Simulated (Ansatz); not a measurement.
N on the 1x1 (10-10) surface of wurtzite GaN (cut with top plane Ga + N), one in a 1x1 cell, energies for each (16.9 Å²). Energies are against ½ N2(g), without zero-point or thermal terms; each row is named by its start (#2, #3: further inequivalent places of a kind).

Host crystal: wurtzite GaN, with a band gap (PBE, scalar-relativistic without spin-orbit coupling).

Calculation: PBE (plane waves to 420 eV, PAW; Ansatz, a first-principles code).

Set-up: 17 atoms, 9.3 Å thick at the start under the adsorbate (thin: gaps and levels are the slab's own); mesh 6x4x1; 0.01 eV smearing; dipole correction on; 8 atoms held, the rest relaxed; each run with such symmetry as its start has; spin-polarised, no spin-orbit, no U, no dispersion correction.

A negative adsorption energy means that the adsorbate is more stable on the surface than in its reference. Starts that drift may end in the same place. Heights count from the host atoms within 0.3 Å of the top one. Moments of ungapped slabs depend on the mesh.

```
starting site                                                  E_ads (eV)  height (Å)  nearest host atom (Å)  bonded to  change of the vacuum step (eV)  lateral drift (Å)  moment (μB)
-------------------------------------------------------------  ----------  ----------  ---------------------  ---------  ------------------------------  -----------------  -----------
top N (the adsorbate paired with a surface N atom)                   2.30        0.93                 N 1.29     Ga + N                            1.03                0.6          0.0
top Ga                                                               4.52        1.97                Ga 1.96         Ga                               …                0.8          3.0
top Ga #2                                                            5.19        0.62                 N 1.80         Ga                            1.53                0.4          0.0
hollow Ga-Ga-N-N (the adsorbate paired with a surface N atom)        2.30        0.93                 N 1.29     Ga + N                            1.02                1.5          0.1
hollow beside Ga (the adsorbate paired with a surface N atom)        2.37        0.97                 N 1.29     Ga + N                            1.52                0.8          0.0
bridge Ga-Ga-Ga-N-N-N (span 3.3 Å)                                   4.48        1.24                Ga 2.04       2 Ga                            0.99                1.2          3.0
```

Problem. Fill in the missing entries.

Solution. 
- top Ga, change of the vacuum step (eV): 1.65
